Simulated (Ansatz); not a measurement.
The reference is RbBr in the rock salt structure (space group Fm-3m, No. 225).

```yaml
crystal:
  lattice:
    - [0.00000, 3.42164, 3.42164]
    - [3.42164, 0.00000, 3.42164]
    - [3.42164, 3.42164, 0.00000]
  atoms:
    - { symbol: Rb, position: [0.00000, 0.00000, 0.00000] }
    - { symbol: Br, position: [0.50000, 0.50000, 0.50000] }
```

Cartesian axes are those of the cell as printed.

All numbers come from PBEsol (Ansatz, a quantum-chemistry and plane-wave program, PAW, no spin-orbit coupling).

Strains are applied to the cell and any free atomic positions relax; under biaxial strain the out-of-plane vector relaxes too.

One change was made to it. Results:

| quantity | base | after |
|---|---|---|
| electron mass | 0.36 mₑ (at Γ) | 0.37 mₑ (at Γ) |
| valley order (the lowest conduction-band minima on the path, energy above the VBM, named in the base's zone) | Γ 4.22 eV; X along ⟨100⟩ 5.50 eV | Γ 4.12 eV; X along [001] 5.46 eV |
| energy relative to the base (free energy F) | 0 meV/atom | +2.6 meV/atom |
| volume per atom | 40.06 Å³ | 40.83 Å³ |

Question: What was done to the base?
(A) biaxial strain +0.42 %, plane normal [111], relaxed out of plane
(B) biaxial strain −1.25 %, plane normal [111], relaxed out of plane
(C) biaxial strain +2.50 %, plane normal [111], relaxed out of plane
(D) biaxial strain −0.83 %, plane normal [111], relaxed out of plane

Answer: C, biaxial strain +2.50 %, plane normal [111], relaxed out of plane. For comparison, the valley order in the other runs: biaxial strain −0.83 %, plane normal [111], relaxed out of plane gives Γ 4.23 eV; X along [010] 5.48 eV; biaxial strain +0.42 %, plane normal [111], relaxed out of plane gives Γ 4.21 eV; X along [001] 5.49 eV; biaxial strain −1.25 %, plane normal [111], relaxed out of plane gives Γ 4.23 eV; X along [010] 5.47 eV.

The levels and masses belong to the bands next to the band gap. Masses are band curvatures over ±0.01 Å⁻¹ around the edge. Whether these cells are dynamically stable was not tested.
